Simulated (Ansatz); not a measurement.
Data:

```xyz
3
Lattice="3.8186 0.0000 0.0000 1.9093 3.3070 0.0000 1.9093 -1.1023 3.3495" Properties=species:S:1:pos:R:3 pbc="T T T"
Hg     0.0000     0.0000     0.0000
F      3.8186     0.0000     2.5019
F      3.8186     2.2047     0.8476
```

No spin polarisation.

Computed with plane-wave PAW DFT at the PBEsol level (Ansatz, a quantum-chemistry and plane-wave program, 420 eV), spin-orbit coupling left out. k-mesh 10×10×10 (Γ-centred); smearing 0.05 eV (Fermi–Dirac).

Predict the electron mass, valence-band top at Γ and gap character.

Electron mass: 0.33 mₑ out of plane, 0.28 mₑ in plane (at Γ)
Valence-band top at Γ (three highest levels, from the VBM): 0.00, 0.00, -0.38 eV
Gap character: direct at Γ

With Hg present, leaving out spin-orbit coupling can change the band edges. The cells carry an imposed strain or load. Masses are band curvatures over ±0.01 Å⁻¹ around the edge. Whether these cells are dynamically stable was not tested. The cell was made from HgF₂ in the fluorite structure (space group Fm-3m, No. 225) by this change: biaxial strain −2.50 %, plane normal [111], relaxed out of plane.
